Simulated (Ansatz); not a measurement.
CdS (Fm-3m, No. 225, 2 atoms in the cell; start mp-370; high-pressure phase), treated with r²SCAN+rVV10 (plane waves, PAW; Ansatz, a program for electronic structure).

Settings: plane-wave cutoff 560 eV, 10×10×10 k mesh, Fermi–Dirac smearing 0.01 eV, scalar-relativistic PAW data made under PBE.

Cell (relaxed at this level):

```
CdS
1.0
    0.00000     2.71425     2.71425
    2.71425     0.00000     2.71425
    2.71425     2.71425     0.00000
Cd S
1 1
Direct
  0.00000   0.00000   0.00000
  0.50000   0.50000   0.50000
```

### Question
Estimate the band gap and smallest direct gap on the k points sampled that the calculation returns.

### Answer

- band gap = 0.73 eV
- smallest direct gap on the k points sampled = 2.46 eV

Spin–orbit coupling is not included.

The computed numbers hold no vibrational or temperature effects.

The result took about 9 core-seconds (a rough figure).

A start named mp-… is a Materials Project structure, which need not be a measured phase.
